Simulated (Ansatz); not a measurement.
Start from Mo in the bcc (W type) structure (space group Im-3m, No. 229; a = 3.151 Å; relaxed with 0.1 eV smearing).

Level of theory: Kohn–Sham DFT with the r2SCAN functional, run in Ansatz (a quantum-chemistry and plane-wave program) with PAW and 500 eV plane waves, no spin-orbit coupling.

Strains are applied to the cell and any free atomic positions relax.

One change was made to it. Results:

The band gap remains zero; the pressure goes from zero to -7.6 GPa; the energy rises by 12 meV/atom.

Problem. Which of these changes matches the shifts?
A. isotropic strain +2.00 %
B. isotropic strain +2.50 %
C. isotropic strain +1.00 %
D. isotropic strain +1.50 %
E. isotropic strain +3.00 %

Solution. C, isotropic strain +1.00 %. For comparison, the energy relative to the base in the other runs: isotropic strain +3.00 % gives +98 meV/atom; isotropic strain +1.50 % gives +26 meV/atom; isotropic strain +2.00 % gives +45 meV/atom; isotropic strain +2.50 % gives +69 meV/atom.

Whether these cells are dynamically stable was not tested. All final runs are without spin polarisation.
